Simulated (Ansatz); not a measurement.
Worked example: self-consistent single point of Al (Fm-3m, 1 atom in the cell) in Ansatz (a program for electronic structure).

Method: PBEsol, default PAW files made with PBE (plane waves; Ansatz).

```xyz
1
Lattice="0.0000 2.0498 2.0498 2.0498 0.0000 2.0498 2.0498 2.0498 0.0000" Properties=species:S:1:pos:R:3 pbc="T T T"
Al     0.0000     0.0000     0.0000
```

Reference input (self-consistent single point, DFT, PBEsol, plane waves, default PAW files made with PBE): basis.ecutwfc = 420 eV; kpoints.mp_grid.grid = 11 11 11; hamiltonian.xc = pbesol; hamiltonian.pseudopotentials = {kind: paw} (the program's default PAW files); scf.occupations.method = fermi_dirac; scf.occupations.width = 0.136 eV. This run's input differs from it in these lines:

Ansatz 0.2 input:
```diff
@@ -15,3 +15,3 @@
 scf:
-  occupations: { method: fermi_dirac, width: 0.136 eV }
+  occupations: { method: fermi_dirac, width: 0.2 eV }
 output:
```

Log, with long lists cut:

```
SCF iter   1: F=—  HF=-524.566658 eV  |F-HF|=—  |Δ(HF+E_count)|=         —  Δρ=6.47e-4  dr2=3.31e-5  ethr=1.77e-3  ⟨swp⟩=4.6  Hψ=2750  notcnv=0
all-band conjugate gradients solve this SCF's bands
preconditioner: auto → none
SCF iter   2: F=—  HF=-524.566678 eV  |F-HF|=—  |Δ(HF+E_count)|=   1.97e-5  Δρ=3.35e-4  dr2=9.17e-6  ethr=1.10e-6  ⟨swp⟩=2.0  Hψ=848  notcnv=0
iter 3 did not close the SCF: its close was put off for the readings that it lacked (scf_convergence_deferred on its scf_iter line)
   [... lines left out ...]
SCF iter   4: F=-524.566681 eV  HF=-524.566681 eV  |F-HF|=5.50e-9  |Δ(HF+E_count)|=   2.34e-8  Δρ=8.92e-6  dr2=1.53e-8  ethr=2.64e-9  ⟨swp⟩=1.1  Hψ=335  notcnv=0
iter 5 did not close the SCF: its close was put off for the readings that it lacked (scf_convergence_deferred on its scf_iter line)
SCF iter   5: F=-524.566681 eV  HF=-524.566681 eV  |F-HF|=8.19e-12  |Δ(HF+E_count)|=   4.88e-9  Δρ=3.63e-7  dr2=1.71e-11  ethr=5.11e-10  ⟨swp⟩=1.0  Hψ=329  notcnv=0
SCF iter   6: F=-524.566681 eV  HF=-524.566681 eV  |F-HF|=6.82e-13  |Δ(HF+E_count)|=  9.55e-12  Δρ=8.24e-8  dr2=1.34e-12  ethr=1.00e-12  ⟨swp⟩=1.5  Hψ=1046  notcnv=0
SCF 1 converged in 6 iterations: F = -524.566681 eV  dr2 = 1.34e-12
Free energy (F): -524.566681 eV
Internal energy: -524.516741 eV  (E = F + TS)
E sigma→0 (E₀):  -524.541711 eV
Entropy (-TS):   -0.049940 eV (-49.940 meV/atom)
Fermi energy:    7.472729 eV
--- Forces (eV/Å), atoms counted from 1 ---
  atom   1  Al    -0.00000000    -0.00000000     0.00000000
--- Stress (GPa, compression-positive) ---
       -4.291871       0.000000      -0.000000
        0.000000      -4.291871       0.000000
        0.000000      -0.000000      -4.291871
  P = ⅓ Tr σ = -4.2919 GPa (-42.919 kbar)
  The stress holds the Pulay correction. Without it, at fixed plane waves, as pw.x and ABINIT print it: P = -4.3460 GPa
```

The run converged in 6 iterations. Against the reference run the free energy falls by 13.3 meV/atom and the pressure hardly changes (-4.38 to -4.29 GPa).

The starting cell comes from a database of computed structures (which also holds hypothetical and non-ambient phases and stackings), without a prior relaxation at this level. Its lattice was rescaled by a random factor within 2.5 % of one. With a pressure of about -4 GPa the cell is away from its equilibrium volume at this level. Ansatz's pressure includes its estimate of the finite-basis (Pulay) stress.
